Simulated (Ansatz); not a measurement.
# How far PBE-D3(BJ) and r2SCAN+rVV10 part for Bi2Te3, Te → Se

The reference is Bi2Te3 in the Bi2Te3 type structure (space group R-3m, No. 166; a = 4.3871 Å, c = 30.2858 Å (hexagonal axes)).

(Cell as relaxed with PBE-D3(BJ).)

Levels (all Ansatz, an electronic-structure program, PAW): PBE-D3(BJ) (420 eV, no spin-orbit coupling); r2SCAN+rVV10 (500 eV, no spin-orbit coupling).

Each level relaxes its own structure.

```json
[
 {"base": "volume per atom", "PBE-D3(BJ)": "33.65 Å³", "r2SCAN+rVV10": "34.99 Å³"},
 {"base": "lattice parameter a", "PBE-D3(BJ)": "8.290 bohr", "r2SCAN+rVV10": "8.304 bohr"},
 {"base": "band gap", "PBE-D3(BJ)": "0.26 eV", "r2SCAN+rVV10": "0.68 eV"}
]
```

The change: Se takes the place of Te on all its sites; the structure is relaxed again.

| quantity | PBE-D3(BJ) | r2SCAN+rVV10 |
|---|---|---|
| band gap | 0.16 eV | … |
| valence-band top at Γ (three highest levels, from the VBM) | 0.00, -1.25, -1.25 eV | … |
| gap character | direct at Γ | … |

What does r2SCAN+rVV10 give?


- band gap, r2SCAN+rVV10: 0.60 eV
- valence-band top at Γ (three highest levels, from the VBM), r2SCAN+rVV10: 0.00, -1.23, -1.23 eV
- gap character, r2SCAN+rVV10: direct at Γ

PBE-D3(BJ)'s band gap lies 0.435 eV below r2SCAN+rVV10's; the two agree on the gap character. Neither level is exact; r2SCAN+rVV10 is the comparison here, not a measurement.

With Bi and Te present, leaving out spin-orbit coupling can change the band edges. No phonon test of stability was made. The zero or small gap of Bi2Se3 and Bi2Te3 can change with the level of theory.
